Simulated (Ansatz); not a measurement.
Given:

```yaml
crystal:
  lattice:
    - [0.00000, 2.67832, 2.66493]
    - [2.67832, 0.00000, 2.66493]
    - [2.67832, 2.67832, 0.00000]
  atoms:
    - { symbol: Zn, position: [0.00000, 0.00000, 0.00000] }
    - { symbol: S, position: [0.25000, 0.25000, 0.25000] }
```

No spin polarisation.

All numbers come from PBEsol, PAW, 420 eV (Ansatz, an electronic-structure program; scalar-relativistic without spin-orbit coupling). Settings: 11×11×11 k-points, 0.05 eV Fermi–Dirac smearing.

**Question.** Predict the band gap, gap character and stress.

**Answer.** Band gap: 2.09 eV
Gap character: direct at Γ
Stress (xx, yy, zz, yz, xz, xy; compression positive): (0.32, 0.32, 0.53, 0.00, 0.00, 0.00) GPa

The cells carry an imposed strain or load. Stability against distortions was not tested. The cell was made from ZnS in the zinc blende structure (space group F-43m, No. 216) by this change: uniaxial strain ε_zz = −0.50 %.
